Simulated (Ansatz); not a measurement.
System: interstitial Li in corundum (charge state +1). These are PBE, PAW (plane waves to 420 eV; Ansatz, a first-principles code) values and carry that method's errors.

Cell of 120 host sites held at the relaxed PBE lattice; the Γ point alone; Fermi-Dirac width 0.01 eV, spin-restricted; finite-size errors left in. No zero-point or tunnelling terms. The charge state is imposed; whether it is stable for some Fermi level was not computed. Sites that were not tried may lie lower.

Barriers: single points on a 2×2×2 k-point mesh shifted by half a step along c at the bands' geometries.

Relaxed starting cell (atoms counted from 1):

```
CELL_PARAMETERS angstrom
      9.61750     0.00000     0.00000
     -4.80875     8.32900     0.00000
      0.00000     0.00000    13.12510
ATOMIC_POSITIONS crystal
  Al 0.99985 0.99993 0.33495
  Al 0.99966 0.49996 0.35185
  Al 0.50009 0.00013 0.35185
  Al 0.49983 0.49971 0.35185
  Al 0.33455 0.16744 0.18450
  Al 0.33319 0.66660 0.18544
  Al 0.83236 0.16712 0.18449
  Al 0.83268 0.66525 0.18449
  Al 0.16740 0.33447 0.31406
  Al 0.16686 0.83239 0.31407
  Al 0.66653 0.33327 0.31408
  Al 0.66532 0.83294 0.31407
  Al 0.33547 0.16752 0.48052
  Al 0.33320 0.66661 0.48104
  Al 0.83228 0.16796 0.48052
  Al 0.83183 0.66434 0.48052
  O  0.34607 0.00037 0.25034
  O  0.34744 0.50055 0.25052
  O  0.84497 0.99813 0.24655
  O  0.84698 0.50008 0.25031
  O  0.15295 0.15483 0.24656
  O  0.15290 0.65236 0.25052
  O  0.65288 0.15282 0.25031
  O  0.65409 0.65373 0.25034
  O  0.31857 0.33255 0.41702
  O  0.31890 0.83404 0.41692
  O  0.81981 0.33391 0.41681
  O  0.82608 0.83745 0.41591
  O  0.16576 0.48488 0.41693
  O  0.16233 0.98865 0.41593
  O  0.66589 0.48591 0.41681
  O  0.66725 0.98603 0.41702
  O  0.01115 0.17372 0.41591
  O  0.01376 0.68123 0.41701
  O  0.51389 0.17999 0.41681
  O  0.51493 0.68090 0.41692
  O  0.99942 0.34571 0.25034
  O  0.00167 0.84685 0.24656
  O  0.49972 0.34692 0.25031
  O  0.49925 0.84690 0.25052
  Al 0.33441 0.16693 0.68599
  Al 0.33319 0.66660 0.68596
  Al 0.83287 0.16749 0.68600
  Al 0.83230 0.66538 0.68600
  Al 0.16791 0.33556 0.51954
  Al 0.16742 0.83189 0.51954
  Al 0.66653 0.33327 0.51902
  Al 0.66424 0.83237 0.51954
  Al 0.99986 0.99994 0.66506
  Al 0.00005 0.49989 0.64820
  Al 0.49963 0.99975 0.64821
  Al 0.49991 0.50017 0.64820
  Al 0.16705 0.33462 0.81552
  Al 0.16736 0.83275 0.81552
  Al 0.66653 0.33327 0.81463
  Al 0.66517 0.83244 0.81552
  O  0.17362 0.16242 0.58407
  O  0.17989 0.66593 0.58324
  O  0.68081 0.16583 0.58314
  O  0.68117 0.66734 0.58301
  O  0.48480 0.31899 0.58314
  O  0.48582 0.81990 0.58324
  O  0.98595 0.31863 0.58301
  O  0.98858 0.82618 0.58407
  O  0.15475 0.00174 0.75345
  O  0.15274 0.49980 0.74972
  O  0.65367 0.99952 0.74970
  O  0.65228 0.49932 0.74953
  O  0.99807 0.15303 0.75345
  O  0.00028 0.65416 0.74970
  O  0.50047 0.15297 0.74953
  O  0.50000 0.65295 0.74972
  O  0.34564 0.34613 0.74970
  O  0.34685 0.84706 0.74972
  O  0.84683 0.34752 0.74953
  O  0.84677 0.84505 0.75344
  O  0.33247 0.01384 0.58301
  O  0.33387 0.51398 0.58324
  O  0.83737 0.01123 0.58408
  O  0.83397 0.51500 0.58314
  Al 0.16776 0.33475 0.01909
  Al 0.16678 0.83204 0.01909
  Al 0.66653 0.33327 0.01881
  Al 0.66505 0.83302 0.01909
  Al 0.99987 0.99994 0.86013
  Al 0.99976 0.50003 0.85236
  Al 0.50006 0.00005 0.85236
  Al 0.49977 0.49974 0.85236
  Al 0.33468 0.16686 0.98094
  Al 0.33320 0.66660 0.98125
  Al 0.83295 0.16784 0.98093
  Al 0.83197 0.66512 0.98094
  Al 0.99987 0.99994 0.13989
  Al 0.99998 0.49985 0.14770
  Al 0.49965 0.99982 0.14770
  Al 0.49995 0.50015 0.14770
  O  0.01374 0.33413 0.91672
  O  0.01361 0.83245 0.91812
  O  0.51357 0.33318 0.91631
  O  0.51314 0.83314 0.91660
  O  0.31978 0.48666 0.91659
  O  0.32018 0.98606 0.91672
  O  0.81940 0.48623 0.91631
  O  0.81863 0.98620 0.91812
  O  0.48658 0.16674 0.08341
  O  0.48616 0.66670 0.08370
  O  0.98612 0.16742 0.08186
  O  0.98599 0.66575 0.08327
  O  0.33405 0.32026 0.08327
  O  0.33310 0.81947 0.08370
  O  0.83307 0.31986 0.08341
  O  0.83238 0.81871 0.08186
  O  0.18109 0.01369 0.08186
  O  0.18033 0.51364 0.08370
  O  0.67955 0.01381 0.08327
  O  0.67994 0.51322 0.08341
  O  0.16735 0.18117 0.91812
  O  0.16666 0.68002 0.91660
  O  0.66662 0.18040 0.91631
  O  0.66568 0.67963 0.91672
  Li 0.99987 0.99997 0.50001
```
Cell charge +1.

End state 1 differs by these moves (Å; atoms that move under 0.08 Å are left out):

| atom | element | Δx | Δy | Δz |
|---|---|---|---|---|
| 1 | Al | 0.02 | -0.01 | 0.24 |
| 7 | Al | 0.01 | 0.00 | -0.21 |
| 15 | Al | 0.02 | -0.01 | 0.24 |
| 43 | Al | 0.01 | -0.01 | 0.10 |
| 49 | Al | 0.01 | -0.01 | -0.21 |
| 85 | Al | 0.01 | 0.00 | -0.10 |
| 91 | Al | 0.01 | -0.01 | -0.10 |
| 93 | Al | 0.01 | 0.00 | 0.10 |
| 121 | Li | -2.40 | 1.39 | -2.19 |

Task: What forward and backward barriers to end state 1 does PBE, PAW give?

Result: forward 2.41 eV, backward 2.41 eV; at the saddle point atom 121 has neighbours 2 Al at 2.04; 3 O at 1.67, O at 2.13, O at 2.14 Å. The saddle point's order was not checked, and it lies on a symmetry element of the cell, where a band can be held.
